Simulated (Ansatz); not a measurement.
# What strain tensor (xx, yy, zz, yz, xz, xy) = (+2.17, +0.79, −1.69, −1.49, −0.72, −0.06) % does to hypothetical zinc blende VS

The parent structure is VS in the zinc blende structure (space group F-43m, No. 216; a = 5.3610 Å; ferromagnetic; a hypothetical phase, not in the database extracts checked; relaxed with 0.1 eV smearing). Axes: x, y, z lie along the cube axes.

Modification: strain tensor (xx, yy, zz, yz, xz, xy) = (+2.17, +0.79, −1.69, −1.49, −0.72, −0.06) %; the atoms relax in the strained cell.

Computed with PBE, PAW, 420 eV (Ansatz, an electronic-structure program; no SOC). Γ-centred 19×19×19 mesh, Fermi–Dirac width 0.1 eV.

```tsv
quantity	base	changed	shift
space group	F-43m (No. 216)	P1 (No. 1)	–
shortest interatomic distance	2.321 Å	2.325 Å	+0.0033 Å
energy relative to the base (free energy F)	0 meV/atom	+4.2 meV/atom	+4.2 meV/atom
pressure (mean of the normal stresses, compression positive)	0.0 GPa	-1.1 GPa	-1.1 GPa
band gap	zero	zero	–
magnetic state	ferromagnetic	ferromagnetic	–
largest site moment	1.74 μB	1.76 μB	+0.02 μB
largest internal atomic displacement	–	0.017 Å	–
stress (xx, yy, zz, yz, xz, xy; compression positive)	–	(-1.7, -1.2, -0.3, 0.8, 0.4, 0.0) GPa	–
```

The magnetic state is the one reached from the starting moments; the real material's order can differ, and small cells can't hold many antiferromagnetic ones. Whether these cells are dynamically stable was not tested.
